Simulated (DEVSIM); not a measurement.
Structure: Ni/Si3N4/p-Ge capacitor, at 300 K.

Layer 1 from the left is Si3N4, thickness (nm) 3.40. Layer 2 from the left is Ge, thickness (nm) 6200, Na (cm⁻³) 9.2e15.

Metal gate on the left, work function 5.1 eV. Fixed charge at the semiconductor interface -1.1e10 cm⁻² (in units of +e); no interface traps.

The device is made up for the run: typed textbook-type constants, with dimensions and the other settings drawn at random. Values at 300 K.

Si3N4: gap (eV) 5.1, affinity (eV) 2.1, permittivity 7.5. Ge: gap (eV) 0.664, affinity (eV) 4, permittivity 16, Nc (cm⁻³) 1.04e19, Nv (cm⁻³) 6e18.

**Question.** Estimate by hand the flat-band voltage, the threshold voltage, and compare with a numerical solution.

**Answer.** 
- Flat-band voltage: C = 1.95 μF/cm², work-function difference 0.604 V; VFB = φms − qNf/C = 0.60 V; numerical 0.60 V.
- Threshold voltage: φF = 0.157 V, depletion charge √(4εqNφF) = 3.63e-8 C/cm²; VT = VFB + 2φF + Qd/C = 0.94 V; numerical 0.94 V.

Simulated with DEVSIM: 1D Poisson equation in equilibrium, Boltzmann statistics, complete ionisation; no quantum confinement or tunnelling. Metal contacts follow the ideal Schottky-Mott rule: no Fermi-level pinning, no interface dipoles.
